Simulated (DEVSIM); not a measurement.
System: Si n-i-p diode, at 300 K.

| layer (left to right) | material | thickness (μm) | Nd (cm⁻³) | Na (cm⁻³) | τn (s) | τp (s) |
|---|---|---|---|---|---|---|
| 1 | Si | 1.70 | 3.9e18 | - | 0.00098 | 0.00098 |
| 2 | Si | 15.0 | - | 9.9e13 | 0.00098 | 0.00098 |
| 3 | Si | 1.50 | - | 4.2e18 | 0.00098 | 0.00098 |

Left contact: ohmic. Right contact: ohmic. Voltage is applied to the left contact. Recombination: SRH at mid-gap, radiative, Auger. Mobility is constant in doping.

This is a model device: material constants are rounded textbook-type values typed into the input, and sizes, dopings and lifetimes were drawn at random. Values at 300 K.

| parameter | Si |
|---|---|
| gap (eV) | 1.124 |
| affinity (eV) | 4.05 |
| permittivity | 11.7 |
| Nc (cm⁻³) | 2.86e19 |
| Nv (cm⁻³) | 3.1e19 |
| μn (cm²/Vs) | 1417 |
| μp (cm²/Vs) | 470 |
| B (cm³/s) | 4.7e-15 |
| Cn (cm⁶/s) | 2.8e-31 |
| Cp (cm⁶/s) | 9.9e-32 |

Model (solved in DEVSIM): 1D drift-diffusion, Boltzmann statistics, complete ionisation; no tunnelling, impact ionisation, image-force lowering or self-heating.

### Question
Give the dark forward current.

### Answer

```json
[
 {"V (V)": "-0.05", "J (A/cm²)": "-6.6e-11"},
 {"V (V)": "-0.10", "J (A/cm²)": "-2.8e-10"},
 {"V (V)": "-0.20", "J (A/cm²)": "-5.8e-9"},
 {"V (V)": "-0.25", "J (A/cm²)": "-3.2e-8"},
 {"V (V)": "-0.35", "J (A/cm²)": "-1.3e-6"},
 {"V (V)": "-0.40", "J (A/cm²)": "-8.8e-6"},
 {"V (V)": "-0.45", "J (A/cm²)": "-5.8e-5"},
 {"V (V)": "-0.55", "J (A/cm²)": "-0.0025"},
 {"V (V)": "-0.60", "J (A/cm²)": "-0.017"},
 {"V (V)": "-0.65", "J (A/cm²)": "-0.12"},
 {"V (V)": "-0.75", "J (A/cm²)": "-5.4"},
 {"V (V)": "-0.80", "J (A/cm²)": "-35"},
 {"V (V)": "-0.90", "J (A/cm²)": "-960"},
 {"V (V)": "-0.95", "J (A/cm²)": "-3500"}
]
```
